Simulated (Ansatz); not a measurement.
Consider the following.

```xyz
8
Lattice="-2.8274 2.8274 5.5943 2.8274 -2.8274 5.5943 2.8274 2.8274 -5.5943" Properties=species:S:1:pos:R:3 pbc="T T T"
Zn     0.0000     2.8274     2.7972
Zn     0.0000     0.0000     0.0000
Ge     2.8274     0.0000     2.7972
Ge     0.0000     0.0000     5.5943
As     1.4137     1.4063    -1.3986
As     1.4137     1.4210     4.1957
As     1.4210    -1.4137     6.9929
As     1.4063     4.2410     1.3986
```

No spin polarisation.

All numbers come from PBEsol (Ansatz, a program for electronic structure), without spin-orbit coupling. Settings: 8×8×8 k-points, 0.05 eV Fermi–Dirac smearing.

Question: Predict the gap character, band gap, valence-band top at Γ and space group.

Answer: The gap character is direct at Γ, the band gap comes out as 0.16 eV and the valence-band top at Γ (three highest levels, from the VBM) is 0.00, -0.08, -0.08 eV. The space group is I-42d (No. 122).

No phonon test of stability was made. The cell was made from ZnGeP2 by this change: P → As; the result is a model cell. A zero or small gap of ZnGeAs2 can be the functional's error rather than a property of the material.
